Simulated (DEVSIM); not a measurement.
Structure: illuminated Si p-on-n cell, one wavelength, at 400 K.

| layer (left to right) | material | thickness (μm) | Nd (cm⁻³) | Na (cm⁻³) | τn (s) | τp (s) | absorption coefficient (cm⁻¹) |
|---|---|---|---|---|---|---|---|
| 1 | Si | 0.220 | - | 5e18 | 2.1e-9 | 2.2e-9 | 110 |
| 2 | Si | 150 | 2.9e15 | - | 1.1e-7 | 1.1e-7 | 110 |

Left contact: ohmic, minority electron recombination velocity 5000 cm/s. Right contact: ohmic, minority hole recombination velocity 8000 cm/s. Voltage is applied to the left contact. Recombination: SRH at mid-gap, radiative, Auger. Gap narrowing is on: ΔEg = 6.92 meV × (l + √(l² + 0.5)), l = ln(N/1.3e17 cm⁻³), shared equally by both band edges. Light enters at the left, 1.4e18 photons cm⁻² s⁻¹, one pass, no reflection. Mobility is μmin + (μ − μmin)/(1 + (N/Nref)^α).

This is a model device: material constants are rounded textbook-type values typed into the input, and sizes, dopings and lifetimes were drawn at random. Values at 300 K; Nc and Nv go as T^1.5, mobilities as T to minus their exponent, the gap by Varshni's rule with the affinity fixed.

| parameter | Si |
|---|---|
| gap (eV) | 1.124 |
| affinity (eV) | 4.05 |
| permittivity | 11.7 |
| Nc (cm⁻³) | 2.86e19 |
| Nv (cm⁻³) | 3.1e19 |
| μn (cm²/Vs) | 1417 |
| μp (cm²/Vs) | 470 |
| μn,min | 52 |
| μp,min | 45 |
| Nref,n | 9.7e16 |
| Nref,p | 2.2e17 |
| αn | 0.68 |
| αp | 0.72 |
| T exponent of μn | 2.3 |
| T exponent of μp | 2.2 |
| B (cm³/s) | 4.7e-15 |
| Cn (cm⁶/s) | 2.8e-31 |
| Cp (cm⁶/s) | 9.9e-32 |
| Varshni α (eV/K) | 0.000473 |
| Varshni β (K) | 636 |

Simulated with DEVSIM: 1D drift-diffusion, Boltzmann statistics, complete ionisation; no tunnelling, impact ionisation, image-force lowering or self-heating.

The doping Na of layer 1 was swept, all else fixed.

| doping Na of layer 1 (cm^-3) | largest field in the device at zero bias (V/cm) | potential step across the device at zero bias (V) |
|---|---|---|
| 1.5e17 | 29000 | 0.563 |
| 5e17 | 44000 | 0.597 |
| 1.5e18 | 68000 | 0.628 |
| 5e18 | 110000 | 0.661 |
| 1.5e19 | 180000 | 0.691 |

From the first row to the last the largest field in the device at zero bias goes from 29000 to 180000. From the first row to the last the potential step across the device at zero bias goes from 0.563 to 0.691.
